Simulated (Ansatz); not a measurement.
Base system: Mg₂Sn (space group Fm-3m, No. 225; relaxed with 0.1 eV smearing).

```
CELL_PARAMETERS angstrom
      0.00000     3.40879     3.40879
      3.40879     0.00000     3.40879
      3.40879     3.40879     0.00000
ATOMIC_POSITIONS crystal
  Sn 0.00000 0.00000 0.00000
  Mg 0.25000 0.25000 0.25000
  Mg 0.75000 0.75000 0.75000
```

Calculations: Kohn–Sham DFT with the PBE functional, run in Ansatz (a program for electronic structure) with PAW and 420 eV plane waves, no SOC, earlier PAW set.

For the base:

| Property | Result |
|---|---|
| Pressure | 0.0 GPa |
| Band gap | zero |

Now apply this change: the cell is scaled by 0.9733 in all directions; the atoms relax in the strained cell.

Task: What happens to the energy relative to the base, pressure and band gap?

Result: The energy grows by 23 meV/atom; the pressure goes from zero to 3.9 GPa; the band gap is still zero.

Whether these cells are dynamically stable was not tested.
